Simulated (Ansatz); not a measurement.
Consider the following.

```yaml
crystal:
  lattice:
    - [3.33130, 0.00000, 0.00000]
    - [-1.66565, 2.88499, 0.00000]
    - [0.00000, 0.00000, 5.51704]
  atoms:
    - { symbol: B, position: [0.33333, 0.66667, 0.37450] }
    - { symbol: B, position: [0.66667, 0.33333, 0.87450] }
    - { symbol: As, position: [0.33333, 0.66667, 0.00050] }
    - { symbol: As, position: [0.66667, 0.33333, 0.50050] }
```

A single point on BAs with a change (pressure 3 GPa), its geometry relaxed with PBEsol.

Computed with PBEsol (Ansatz, an electronic-structure program, PAW, noncollinear with spin-orbit coupling). Γ-centred 11×11×6 mesh, Fermi–Dirac width 0.05 eV.

Q: Predict the hole mass and smallest direct gap.

A: 
- Hole mass: 0.52 mₑ along c, 0.25 mₑ across (at Γ)
- Smallest direct gap: 2.19 eV

Single points use the geometry relaxed with PBEsol. Load acts through the strain it causes; cell and atoms are relaxed under it. Effective masses come from finite differences of ±0.01 Å⁻¹. Whether these cells are dynamically stable was not tested. The cell was made from BAs in the wurtzite structure (space group P6_3mc, No. 186; a cell from a computed database, its experimental status unchecked) by this change: pressure 3 GPa. This is not the structure that BAs has at room temperature and ambient pressure.
